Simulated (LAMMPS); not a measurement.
Consider 160 Cd and 160 Se atoms arriving one at a time, 3 ps apart with 0.2 eV each, on 1053 Å² of the (001) face of CdTe (zinc blende) held at 270 K in molecular dynamics.

All values are model results, not measurements: classical MD, pair style sw, file CdTeZnSeHgS0.sw; code LAMMPS.

```yaml
crystalline_share_of_the_atoms_inside_the_film: 0.57
mean_coordination_inside_the_film: 4.17
mean_height_of_the_film: 9.4 Å
rms_roughness: 1.5 Å
share_of_arrivals_that_stuck: 320 of 320
share_of_arrivals_found_below_the_old_surface: 0 of 320
substrate_atoms_found_in_the_film: 0
film_grown: partly crystalline
composition_of_the_film: 50 % Cd, 50 % Se
cost: roughly 7 core-minutes
```

Potential: file CdTeZnSeHgS0.sw of the LAMMPS distribution; its header cites Zhou, Ward, Martin, van Swol, Cruz-Campa, and D. Zubia, Phys. Rev. B, 88, 085309 (2013).

Caution: growth rates of MD are many orders above those of real deposition. Caution: the face is polar, and the species on top of the substrate isn't recorded.
